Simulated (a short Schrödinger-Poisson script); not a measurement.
Structure: symmetric double-gate stack, HfO2 on p-type Si(100), at 77 K.

```
layer  material  thickness (nm)  Na (cm⁻³)
-----  --------  --------------  ---------
1          HfO2             4.3          -
2            Si               6       2e17
3          HfO2             4.3          -
```

The device is made up for the run: typed textbook-type constants, with dimensions and the other settings drawn at random. HfO2: permittivity 22, conduction-band edge (eV) 1.55, gap (eV) 5.7, electron mass (mₑ) 0.2. Si: permittivity 11.7, conduction-band edge (eV) 0, gap (eV) 1.124, Nv at 300 K (cm⁻³) 3.1e19.

Channel valleys (confinement mass, in-plane density-of-states mass, number): Δ2 0.916, 0.19, 2; Δ4 0.19, 0.417, 4. At the gates, both at one voltage, the conduction-band edge of layer 1 lies 2.02 eV − eVg above the Fermi level of the channel. Gaps are held at their typed values at every temperature. Mesh 0.03 nm at interfaces.

From a short Schrödinger-Poisson script (our own, NumPy): 1D Poisson equation in equilibrium, electrons classical, Boltzmann, parabolic valleys, classical holes, full ionisation, no traps, pinning or gate leakage.

The same stack at other levels of the model or other numerical settings:

| run | sheet density of all electrons at Vg = 1.15 V (cm⁻²) | sheet density of all electrons at Vg = 0.55 V (cm⁻²) | capacitance of both gates at Vg = 1.15 V (μF/cm²) | rough cost against the base |
|---|---|---|---|---|
| base | 3.55e13 | 3.48e12 | 8.80 | about 1 |
| electrons treated as classical, Fermi-Dirac | 2.97e13 | 3.15e12 | 7.34 | 3 |
| electrons treated as quantum, Hartree | 2.26e13 | 1.82e12 | 6.05 | 20 |
| mesh six times as coarse | 3.37e13 | 3.38e12 | 8.31 | about 1 |

The classical rows ignore confinement, and Boltzmann statistics overrate the density once the band edge passes the Fermi level.
